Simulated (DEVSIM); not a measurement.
Device: Al0.4Ga0.6As/GaAs p-n heterojunction, at 350 K.

Layer 1 from the left is Al0.4Ga0.6As, thickness (μm) 1.00, Na (cm⁻³) 4.1e17, τn (s) 4e-10, τp (s) 4e-10. Layer 2 from the left is GaAs, thickness (μm) 0.160, Nd (cm⁻³) 2.2e16, τn (s) 4e-10, τp (s) 4e-10.

Left contact: ohmic. Right contact: ohmic. Voltage is applied to the left contact. Recombination: SRH at mid-gap. Mobility is μmin + (μ − μmin)/(1 + (N/Nref)^α).

Constants are typed, rounded textbook-type inputs, not results; the design itself was drawn at random and stands for no fabricated device. Values at 300 K; Nc and Nv go as T^1.5, mobilities as T to minus their exponent, the gap by Varshni's rule with the affinity fixed.

Al0.4Ga0.6As: gap (eV) 1.9228, affinity (eV) 3.754, permittivity 11.76, Nc (cm⁻³) 7.93e17, Nv (cm⁻³) 9e18, μn (cm²/Vs) 3220, μp (cm²/Vs) 158, μn,min 500, μp,min 20, Nref,n 6e16, Nref,p 1.5e17, αn 0.39, αp 0.38, T exponent of μn 2.1, T exponent of μp 2.2, Varshni α (eV/K) 0.000541, Varshni β (K) 204. GaAs: gap (eV) 1.424, affinity (eV) 4.07, permittivity 12.9, Nc (cm⁻³) 4.7e17, Nv (cm⁻³) 9e18, μn (cm²/Vs) 8500, μp (cm²/Vs) 400, μn,min 500, μp,min 20, Nref,n 6e16, Nref,p 1.5e17, αn 0.39, αp 0.38, T exponent of μn 2.1, T exponent of μp 2.2, Varshni α (eV/K) 0.000541, Varshni β (K) 204.

Simulated with DEVSIM: 1D drift-diffusion, Boltzmann statistics, complete ionisation; no tunnelling, impact ionisation, image-force lowering or self-heating. Band offsets follow the typed affinities; no thermionic-emission limit at abrupt steps, no polarisation charge.

Task: What does the simulation give for the dark forward voltage at 1 A/cm², the largest field in the device at zero bias, the dark forward voltage at 100 A/cm²?

Result: dark forward voltage at 1 A/cm² 0.844 V; largest field in the device at zero bias 130000 V/cm; dark forward voltage at 100 A/cm² 1.015 V.
